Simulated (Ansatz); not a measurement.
Take NaF in the rock salt structure (space group Fm-3m, No. 225; a = 4.629 Å) as the base.

Calculations: PBEsol in Ansatz (plane waves to 420 eV, PAW, scalar-relativistic without spin-orbit coupling).

For the base:

| Item | Result |
|---|---|
| Gap character | direct at Γ |

The change: every F is replaced by I, then cell and atoms are relaxed.

Tabulated Pauling electronegativity and covalent radius: F 3.98, 0.57 Å; I 2.66, 1.39 Å.

**Question.** What happens to the gap character?

**Answer.** The gap character stays direct at Γ.

**Question.** Estimate the effect on the hole mass.

**Answer.** The hole mass (degenerate bands, along [100]) is 0.36, 1.5, 1.5 mₑ (at Γ).

Spin-orbit coupling, missing from the scalar runs, can matter with I. Effective masses come from finite differences of ±0.01 Å⁻¹. No phonon test of stability was made.

Ansatz is a program for electronic structure.
